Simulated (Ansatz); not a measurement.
Base system: a 16-atom supercell of PbTe in the rock salt structure (space group Fm-3m, No. 225) at its relaxed geometry.

```xyz
16
Lattice="0.0000 6.4420 6.4420 6.4420 0.0000 6.4420 6.4420 6.4420 0.0000" Properties=species:S:1:pos:R:3 pbc="T T T"
Te     0.0000     0.0000     0.0000
Te     3.2210     3.2210     0.0000
Te     3.2210     0.0000     3.2210
Te     6.4420     3.2210     3.2210
Te     0.0000     3.2210     3.2210
Te     3.2210     6.4420     3.2210
Te     3.2210     3.2210     6.4420
Te     6.4420     6.4420     6.4420
Pb     3.2210     3.2210     3.2210
Pb     6.4420     6.4420     3.2210
Pb     6.4420     3.2210     6.4420
Pb     9.6630     6.4420     6.4420
Pb     3.2210     6.4420     6.4420
Pb     6.4420     9.6630     6.4420
Pb     6.4420     6.4420     9.6630
Pb     9.6630     9.6630     9.6630
```

The values are results of PBEsol in Ansatz (plane waves to 420 eV, PAW, no spin-orbit coupling), not measurements.

For the base:

* **Pressure**: 0.0 GPa
* **Mean distance from the defect site to its nearest host atoms**: 322 pm

The change: a neutral Pb on a Te site (antisite), atoms relaxed at fixed cell, starting from a slightly rattled geometry.

Tabulated Pauling electronegativity and covalent radius: Te 2.10, 1.38 Å; Pb 2.33, 1.46 Å.

**Question.** Estimate the effect on the pressure, mean distance from the defect site to its nearest host atoms and largest displacement of a host atom from its site in the perfect cell.

**Answer.** The pressure goes from zero to -0.4 GPa; the mean distance from the defect site to its nearest host atoms drops by 2 pm (322 pm → 320 pm); the largest displacement of a host atom from its site in the perfect cell is 0.05 Å.

The magnetic state is the one reached from the starting moments; the real material's order can differ, and small cells can't hold many antiferromagnetic ones. The cell is small, so the values are those of an ordered compound at a high defect concentration; dilute-limit values will differ. A case with no gap was solved on a k-mesh chosen for an insulator, which is coarse for it. Starting moments died away, wholly or in part, for Pb on a Te site (antisite); another magnetic solution may exist. The defect cell is spin-polarised and ends with 0.0 μB.

Ansatz is a program for electronic structure.
